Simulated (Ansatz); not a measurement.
Abridged Ansatz (an electronic-structure program) output:

```
Pseudopotential: Pd, paw, valence charge 18
Crystal: 1 atoms, lattice volume = 14.152 Å³
Basis set: ecut = 420 eV, 283 PW (Γ), exchange–correlation on 40×40×40 points (8 copies of the dense FFT grid, shifted against one another)
Bands: 13, of which v1, the nominal top of the filled ones, is band 9 counted from 1 (8 counted from 0)
Symmetry: 48 space group operations
k-points: 286 of 9261
Functional: x = slater, c = lda
SCF iter   1: F=—  HF=-6844.598287 eV  |F-HF|=—  |Δ(HF+E_count)|=         —  Δρ=1.16e-2  dr2=1.39e-2  ethr=1.77e-3  ⟨swp⟩=5.7  Hψ=21519  notcnv=0
SCF iter   2: F=—  HF=-6844.594763 eV  |F-HF|=—  |Δ(HF+E_count)|=   3.52e-3  Δρ=3.66e-3  dr2=8.25e-4  ethr=7.74e-5  ⟨swp⟩=2.1  Hψ=7210  notcnv=0
SCF 1 converged in 7 iterations: F = -6844.594529 eV  dr2 = 5.59e-13
SCF converged after 7 iterations
Free energy (F): -6844.594529 eV
Internal energy: -6844.577216 eV  (E = F + TS)
E sigma→0 (E₀):  -6844.585873 eV
Entropy (-TS):   -0.017313 eV (-17.313 meV/atom)
Fermi energy:    20.609508 eV
--- Forces (eV/Å), atoms counted from 1 ---
  atom   1  Pd    -0.00000000     0.00000000     0.00000000
--- Stress (GPa, compression-positive) ---
       -0.000488       0.000000       0.000000
        0.000000      -0.000488      -0.000000
        0.000000       0.000000      -0.000488
  P = ⅓ Tr σ = -0.0005 GPa (-0.005 kbar)
```

Q: What was computed, and what are the main results?

A: Pd, 1 atom in the cell, with Ansatz LDA, spin-orbit coupling left out. The last SCF converged to F = -6844.594529 eV, or -6844.5945 eV per atom, at a pressure of 0.00 GPa. The total energy compares only with runs of the same code, potentials and settings.

Stability against distortions was not tested. The final runs are not spin-polarised. The cell is Pd in the fcc (Cu type) structure (space group Fm-3m, No. 225).
